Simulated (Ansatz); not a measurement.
Band structure of BiO₂ (P4_2/mnm, 6 atoms in the cell).

```xyz
6
Lattice="4.9860 0.0000 0.0000 0.0000 4.9860 0.0000 0.0000 0.0000 3.4457" Properties=species:S:1:pos:R:3 pbc="T T T"
Bi     2.4930     2.4930     0.0000
Bi     0.0000     0.0000     1.7228
O      3.4506     1.5354     1.7228
O      1.5354     3.4506     1.7228
O      0.9576     0.9576     0.0000
O      4.0284     4.0284     0.0000
```

Computed with LDA (PW92), PAW files made with PBE (plane waves; Ansatz, a quantum-chemistry and plane-wave program).

Settings: kpoints.mp_grid.grid = 6 6 9; hamiltonian.xc = lda; hamiltonian.pseudopotentials = {kind: paw} (the program's default PAW files); scf.occupations.method = gaussian; scf.occupations.width = 0.05 eV; kpoints.band_path.npoints = 8.

The starting cell comes from a database of computed structures (which also holds hypothetical and non-ambient phases and stackings), without a prior relaxation at this level. Its lattice was rescaled by a random factor within 2.5 % of one. Spin-orbit coupling is off. The run gives no clean gap (levels at the Fermi energy touch, overlap or are partly filled at this smearing), which alone does not show that the compound is a metal.

Levels in eV from the Fermi level, bands 24 to 31:
```csv
point,24,25,26,27,28,29,30,31
Γ,-2.81,-2.34,-2.34,-1.62,0.73,2.48,2.48,5.93
X,-2.79,-2.18,-2.18,-0.62,-0.62,3.15,3.15,6.61
M,-2.88,-2.28,-2.28,-0.46,-0.46,3.64,3.64,6.82
Z,-2.95,-2.65,-2.65,0.57,0.57,6.10,6.10,6.48
R,-2.52,-2.27,-2.27,0.93,0.93,4.07,4.07,6.61
A,-2.48,-2.27,-2.27,-0.40,-0.40,5.39,5.39,6.69
```

Bands cross the Fermi level along this path, so the cell is metallic at this level.

Keys are those of Ansatz 0.2.
